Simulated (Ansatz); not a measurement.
Cost and result by functional for the adsorption energy of NH2 on the 1x1 (110) surface of bcc Mo, one in a 2x2 cell, started at the site 'bridge Mo-Mo (span 2.7 Å)', in Ansatz (plane waves, PAW). Single points on the PBE structure, on one kind of machine; costs are rough ratios of the slab run's core time (references not counted) to the cheapest single point. r2SCAN's cost holds its higher cutoff (500 against 420 eV). Differences are taken against r2SCAN for comparison alone: no measured value is at hand, so the table doesn't rank accuracy.

Model: 19-atom slab, 6.5 Å thick at the start under the adsorbate (thin: gaps and levels are the slab's own), 6x6x1 mesh, Fermi-Dirac 0.1 eV, dipole correction, 8 atoms held, the rest relaxed; symmetry of the start imposed; no spin, no spin-orbit, no U, no dispersion correction. At the end it is bonded to 2 Mo. In PBE it is, or lies within 0.03 eV of, the lowest of the starts that converged. These notes are the PBE run's. Adsorption energies are against NH3(g) − ½ H2(g). A negative adsorption energy means that the adsorbate is more stable on the surface than in its reference.

```csv
functional,relative cost,adsorption energy (eV),less r2SCAN (eV)
RPBE,1,-0.74,0.40
r2SCAN,2,-1.14,0.00
PBE (the relaxed run's value),–,-0.97,0.17
```

The values span 0.40 eV, while the single points' costs differ by a factor of roughly 2. Differences are of unrounded values.

Ansatz is a program for electronic structure.
